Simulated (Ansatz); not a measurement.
## Worked example: self-consistent single point of Ba₂YCu₃O₆ (P-4m2, 12 atoms in the cell) in Ansatz

Method of the run: PBEsol, default PAW files made with PBE (plane waves; Ansatz, a first-principles code).

This input was run:

Ansatz 0.2 input:
```yaml
crystal:
  lattice:
    - [3.801731, 0.000000, 0.000000]
    - [0.000000, 3.801731, 0.000000]
    - [0.000000, 0.000000, 13.289044]
  atoms:
    - { symbol: Ba, position: [0.000000, 0.000000, 0.652860] }
    - { symbol: Ba, position: [0.000000, 0.000000, 0.347140] }
    - { symbol: Y, position: [0.000000, 0.000000, 0.000000] }
    - { symbol: Cu, position: [0.500000, 0.500000, 0.846630] }
    - { symbol: Cu, position: [0.500000, 0.500000, 0.153370] }
    - { symbol: Cu, position: [0.500000, 0.500000, 0.500000] }
    - { symbol: O, position: [0.500000, 0.500000, 0.709020] }
    - { symbol: O, position: [0.500000, 0.500000, 0.290980] }
    - { symbol: O, position: [0.000000, 0.500000, 0.499860] }
    - { symbol: O, position: [0.500000, 0.000000, 0.500140] }
    - { symbol: O, position: [0.000000, 0.500000, 0.919130] }
    - { symbol: O, position: [0.500000, 0.000000, 0.080870] }
kpoints:
  mp_grid: { grid: [9, 9, 3] }
hamiltonian:
  xc: pbesol
  pseudopotentials: { kind: paw }
scf:
  occupations: { method: cold, width: 0.01 Ry }
output:
  forces: true
  eigenvalues: true
  stress: true
```

Output, abridged:

```
WARN basis.ecutwfc = 420 eV, the default
WARN ansatz: RAYON_NUM_THREADS=1 ignored (pool sized by the plan → 1); use --threads N
Pseudopotentials: kind: paw
Pseudopotential: Ba, paw, valence charge 10
Pseudopotential: Y, paw, valence charge 11
Pseudopotential: Cu, paw, valence charge 19
Pseudopotential: O, paw, valence charge 6
Crystal: 12 atoms, lattice volume = 192.069 Å³
Basis set: ecut = 420 eV, 3741 PW (Γ), exchange–correlation on 54×54×180 points (8 copies of the dense FFT grid, shifted against one another)
Bands: 75, of which v1, the nominal top of the filled ones, is band 62 counted from 1 (61 counted from 0)
Symmetry: 8 space group operations
Space group: P-4m2 (ITA 115), of the structure as read, at distance tolerance 5.8e-5 Å
k-points: 30 of 243 (time reversal used)
PAW frozen core: Ba, regenerated for the run's functional, and the local potential with it
PAW frozen core: Y, regenerated for the run's functional, and the local potential with it
PAW frozen core: Cu, regenerated for the run's functional, and the local potential with it
PAW frozen core: O, regenerated for the run's functional, and the local potential with it
Initial density: superposition of atomic densities (neutral atoms: chi_scale 0, normalization atom), corrected by the library's trained network
Initial wavefunctions: pseudopotential atomic-orbital guess
Eigensolver: davidson
Functional: x = pbesol(κ = 0.804, μ = 0.12345679012345678), c = pbesol(β = 0.046)
SCF iter   1: F=—  HF=-38657.108776 eV  |F-HF|=—  |Δ(HF+E_count)|=         —  Δρ=1.99e-2  dr2=1.17e0  ethr=1.77e-3  ⟨swp⟩=5.9  Hψ=9427  notcnv=0  defer=28
all-band conjugate gradients solve this SCF's bands
preconditioner: auto → LDOS
SCF iter   2: F=—  HF=-38657.379273 eV  |F-HF|=—  |Δ(HF+E_count)|=   2.70e-1  S|Δr|=    0.00e0  Δρ=3.69e-2  dr2=1.99e0  ethr=9.40e-4  ⟨swp⟩=2.4  Hψ=4519  notcnv=0  defer=194
SCF iter   3: F=—  HF=-38657.016438 eV  |F-HF|=—  |Δ(HF+E_count)|=   3.63e-1  S|Δr|=    0.00e0  Δρ=1.63e-2  dr2=3.71e-1  ethr=9.40e-4  ⟨swp⟩=2.0  Hψ=3174  notcnv=0  defer=194
SCF iter   4: F=—  HF=-38656.948216 eV  |F-HF|=—  |Δ(HF+E_count)|=   6.82e-2  S|Δr|=    0.00e0  Δρ=5.10e-3  dr2=7.08e-2  ethr=2.99e-4  ⟨swp⟩=2.0  Hψ=4470  notcnv=0  defer=195
SCF iter   5: F=—  HF=-38656.944474 eV  |F-HF|=—  |Δ(HF+E_count)|=   3.74e-3  S|Δr|=    0.00e0  Δρ=2.76e-3  dr2=2.17e-2  ethr=5.71e-5  ⟨swp⟩=1.7  Hψ=2127  notcnv=0  defer=195
SCF iter   6: F=—  HF=-38656.943162 eV  |F-HF|=—  |Δ(HF+E_count)|=   1.31e-3  S|Δr|=    0.00e0  Δρ=1.80e-3  dr2=6.02e-3  ethr=1.75e-5  ⟨swp⟩=1.1  Hψ=2068  notcnv=0  defer=195
SCF iter   7: F=—  HF=-38656.942647 eV  |F-HF|=—  |Δ(HF+E_count)|=   5.15e-4  S|Δr|=    0.00e0  Δρ=9.81e-4  dr2=1.57e-3  ethr=4.85e-6  ⟨swp⟩=2.0  Hψ=2913  notcnv=0  defer=195
SCF iter   8: F=—  HF=-38656.942485 eV  |F-HF|=—  |Δ(HF+E_count)|=   1.62e-4  S|Δr|=    0.00e0  Δρ=6.12e-4  dr2=6.36e-4  ethr=1.27e-6  ⟨swp⟩=2.0  Hψ=2575  notcnv=0  defer=195
SCF iter   9: F=—  HF=-38656.942438 eV  |F-HF|=—  |Δ(HF+E_count)|=   4.69e-5  S|Δr|=    0.00e0  Δρ=3.29e-4  dr2=2.01e-4  ethr=5.13e-7  ⟨swp⟩=1.5  Hψ=2072  notcnv=0  defer=195
SCF iter  10: F=—  HF=-38656.942427 eV  |F-HF|=—  |Δ(HF+E_count)|=   1.09e-5  S|Δr|=    0.00e0  Δρ=1.00e-4  dr2=2.09e-5  ethr=1.62e-7  ⟨swp⟩=1.7  Hψ=2671  notcnv=0  defer=195
SCF iter  11: F=—  HF=-38656.942314 eV  |F-HF|=—  |Δ(HF+E_count)|=   1.13e-4  S|Δr|=    0.00e0  Δρ=4.08e-5  dr2=2.81e-6  ethr=1.69e-8  ⟨swp⟩=1.7  Hψ=2376  notcnv=0  defer=195
SCF iter  12: F=—  HF=-38656.942314 eV  |F-HF|=—  |Δ(HF+E_count)|=   1.46e-7  S|Δr|=    0.00e0  Δρ=1.19e-5  dr2=2.78e-7  ethr=2.26e-9  ⟨swp⟩=2.0  Hψ=3764  notcnv=0  defer=195
SCF iter  13: F=-38656.942314 eV  HF=-38656.942314 eV  |F-HF|=4.77e-8  |Δ(HF+E_count)|=   1.46e-8  S|Δr|=    0.00e0  Δρ=4.12e-6  dr2=4.75e-8  ethr=8.06e-11  ⟨swp⟩=11.6  Hψ=10110  notcnv=0
SCF 1 converged in 13 iterations: F = -38656.942314 eV  dr2 = 4.75e-8
SCF converged after 13 iterations
Stability not checked (fill_not_monotonic)
Free energy (F): -38656.942314 eV
Harris-Foulkes:  -38656.942314 eV  (|F-HF|=4.77e-8)
Internal energy: -38657.001997 eV  (E = F + TS)
E sigma→0 (E₀):  -38656.962208 eV
Entropy (-TS):   0.059683 eV (4.974 meV/atom)
Fermi energy:    8.877026 eV
--- Per-component energies (eV) ---
  E_band       = -1615.428949
  E_kinetic    = 2579.713366
  E_local      = -20727.214945  (includes V_loc(G=0)·N_el)
  E_nonlocal   = 1642.845668
  E_hartree    = 8978.430156
  E_xc         = -1206.657293
  E_vxc        = -1372.503310  (∫ρ·V_xc dr)
  E_paw        = -18849.317117  (= ΣΔE_a)
  E_vpaw       = -1695.130419  (= ΣTr[D̂ρ^β])
  E_aug_tail   = 0.014824  (compensation charges beyond the density's cutoff)
  E_ewald      = -11076.098630
  E_core_change = 1.281973  (= ΣΔE_core)
  E_smearing   = 0.059683  (= −TS)
  E_closure    = -0.000000  (closes the sum)
  Σ components = -38656.942314   (vs F -38656.942314, Δ=0.00e0)
--- Forces (eV/Å), atoms counted from 1 ---
  atom   1  Ba     0.00000000     0.00000000    -0.18165127
  atom   2  Ba    -0.00000000     0.00000000     0.18165127
  atom   3  Y      0.00000000     0.00000000     0.00000000
  atom   4  Cu     0.00000000     0.00000000    -0.11987658
  atom   5  Cu    -0.00000000     0.00000000     0.11987658
  atom   6  Cu    -0.00000000     0.00000000     0.00000000
  atom   7  O     -0.00000000     0.00000000     0.19607346
  atom   8  O      0.00000000     0.00000000    -0.19607346
  atom   9  O     -0.00000000     0.00000000     0.01458797
  atom  10  O      0.00000000     0.00000000    -0.01458797
  atom  11  O     -0.00000000     0.00000000     0.02549154
  atom  12  O      0.00000000     0.00000000    -0.02549154
  max |Σ_I F_I| component: 6.94e-17 eV/Å
--- Stress (GPa, compression-positive) ---
       -4.600943       0.000000      -0.000000
        0.000000      -4.600943       0.000000
       -0.000000       0.000000      -3.464564
  P = ⅓ Tr σ = -4.2222 GPa (-42.222 kbar)
  The stress holds the Pulay correction. Without it, at fixed plane waves, as pw.x and ABINIT print it: P = -4.6520 GPa
--- Band table (eV; the first three rows and the last of 30) ---
  k-point 0: bands = ["-103.2127", "-102.4218", "-102.4218", "-60.9684", "-60.9684", "-60.2411", "-60.0939", "-60.0939", "-59.9610", "-59.9610", "-59.8307", "-59.8307", "-32.9775", "-16.4755", "-16.4174", "-13.5566", "-13.0436", "-13.0436", [...]
  k-point 1: bands = ["-103.2127", "-102.4218", "-102.4218", "-60.9684", "-60.9684", "-60.2411", "-60.0939", "-60.0939", "-59.9610", "-59.9610", "-59.8307", "-59.8307", "-32.9775", "-16.4756", "-16.4174", "-13.5566", "-13.0436", "-13.0436", [...]
  k-point 2: bands = ["-103.2127", "-102.4218", "-102.4218", "-60.9684", "-60.9684", "-60.2411", "-60.0940", "-60.0939", "-59.9610", "-59.9610", "-59.8307", "-59.8307", "-32.9753", "-16.4591", "-16.4028", "-13.5597", "-13.1209", "-13.0410", [...]
  k-point 29: bands = ["-103.2127", "-102.4218", "-102.4218", "-60.9685", "-60.9685", "-60.2410", "-60.0941", "-60.0941", "-59.9610", "-59.9610", "-59.8310", "-59.8310", "-32.9421", "-16.2212", "-16.1918", "-13.7630", "-13.7564", "-13.1728", [...]
```

The run converged in 13 iterations.

The starting cell comes from a database of computed structures (which also holds hypothetical and non-ambient phases and stackings), without a prior relaxation at this level. Its lattice was rescaled by a random factor within 2.5 % of one. Spin polarisation is off, so a magnetic state, if there is one, cannot be reached. With a pressure of about -4 GPa the cell is away from its equilibrium volume at this level. Ansatz's pressure includes its estimate of the finite-basis (Pulay) stress.
